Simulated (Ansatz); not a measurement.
Levels about the gap of amorphous IGZO (In12Ga6Zn6O33) (57 atoms in a cell of 831 Å³, 5.43 g/cm³; zone centre alone, so wide bands show as single levels with stretches between that a denser mesh fills), at the geometry that PBE relaxed, where it gives -1.7 GPa on a denser mesh. The participation number counts the atoms over which a state spreads; weights are charges in smoothed Voronoi cells. The levels come from a single point, so bond lengths are those of that geometry. Method of the levels: PBE, scalar-relativistic without spin-orbit coupling (Ansatz, a program for electronic structure). Sampling: the zone centre alone; Fermi-Dirac width 0.02 eV; no spin polarisation. At PBE the levels at the filled edge of the gap are localised (band-tail or defect states).

The cell was made by melting and quenching with the CHGNet potential and then relaxed with DFT. O atoms were pushed apart under 1.9 Å during the dynamics, to hinder bonds among them. The hot cell started wider than the set density and was brought back towards it in steps. It is the lowest in DFT energy of 2 quenches. It is a model cell: composition and starting density were chosen by hand, and all elements were melted together. No dispersion term was used. A short ab initio anneal came between quench and relaxation. Its density started from a set value of 5.43 and ended at 5.43 g/cm³. Cooling (nominally 340 K/ps over its main leg) ran many orders faster than in experiment, which tends to leave more defects and strain. Values belong to this one cell and scatter from quench to quench. The volume was held where the preparation left it, at a PBE pressure of -1.7 GPa (tension). Stress components on the final sampling reach 5.2 GPa.

```csv
"E - E(highest filled), eV",filling,participation number,largest on,weight O,weight In,weight Zn,weight Ga
-0.33,filled,7.4,"O, 3 neighbours",0.93,0.03,0.03,0.01
-0.33,filled,12.4,"O, 3 neighbours",0.89,0.02,0.08,0.01
-0.27,filled,20.5,"O, 3 neighbours",0.89,0.04,0.06,0.01
-0.26,filled,21.3,"O, 3 neighbours",0.90,0.03,0.06,0.01
-0.22,filled,5.5,"O, 3 neighbours",0.91,0.03,0.06,0.01
-0.07,filled,12.2,"O, 3 neighbours",0.87,0.03,0.09,0.01
0.00,filled,2.5,"O, 3 neighbours",0.92,0.03,0.05,0.00
0.69,empty,51.1,"In, 4 neighbours",0.53,0.29,0.10,0.07
3.00,empty,23.1,"In, 4 neighbours",0.57,0.35,0.04,0.03
3.35,empty,30.7,"In, 5 neighbours",0.57,0.32,0.07,0.04
3.51,empty,31.0,"In, 4 neighbours",0.55,0.34,0.05,0.06
3.75,empty,23.9,"In, 5 neighbours",0.58,0.32,0.06,0.03
3.91,empty,37.2,"In, 6 neighbours",0.57,0.28,0.10,0.04
4.20,empty,38.2,"In, 5 neighbours",0.56,0.31,0.05,0.07
```

Most localised among these is the filled level at +0.00 eV, on a O atom, which has 3 neighbours (Zn 1.95 Å, In 2.11 Å, In 2.13 Å).
